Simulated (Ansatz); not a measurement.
## HfC, response to strain

Take HfC in the rock salt structure (space group Fm-3m, No. 225; a = 4.641 Å; relaxed with 0.1 eV smearing) as the base. Axes: x, y, z lie along the cube axes.

Strains are applied to the cell and any free atomic positions relax; under biaxial strain the out-of-plane vector relaxes too; under stress the whole cell relaxes.

Level of theory: plane-wave PAW DFT at the r2SCAN level (Ansatz, a program for electronic structure, 500 eV), without spin-orbit coupling.

Notes on the quantities. pressure: mean of the normal stresses, compression positive.

| case | pressure | shortest interatomic distance |
|---|---|---|
| base | 0.0 GPa | 2.320 Å |
| biaxial strain +1.53 %, plane normal [110], relaxed out of plane | -5.4 GPa | 2.330 Å |
| biaxial strain −1.62 %, plane normal [111], relaxed out of plane | … | … |
| isotropic strain −4.59 % | 45.3 GPa | 2.214 Å |
| isotropic strain −0.45 % | 3.4 GPa | 2.310 Å |
| uniaxial strain ε_xx = −3.41 % | 9.7 GPa | 2.241 Å |
| uniaxial strain ε_yy = −1.02 % | 2.6 GPa | 2.297 Å |
| uniaxial stress, 2 GPa tension along z | – | 2.319 Å |
| tensor shear ε_yz = −1.37 % | 0.0 GPa | 2.320 Å |
| tensor shear ε_xy = +3.17 % | 0.2 GPa | 2.320 Å |

**Question.** Complete the table.

**Answer.** 
- biaxial strain −1.62 %, plane normal [111], relaxed out of plane, pressure: 6.4 GPa
- biaxial strain −1.62 %, plane normal [111], relaxed out of plane, shortest interatomic distance: 2.301 Å

A biaxial case was relaxed in a doubled cell and then solved in the primitive one. Beyond what the load breaks, stability against distortions was not tested. The final runs are not spin-polarised.
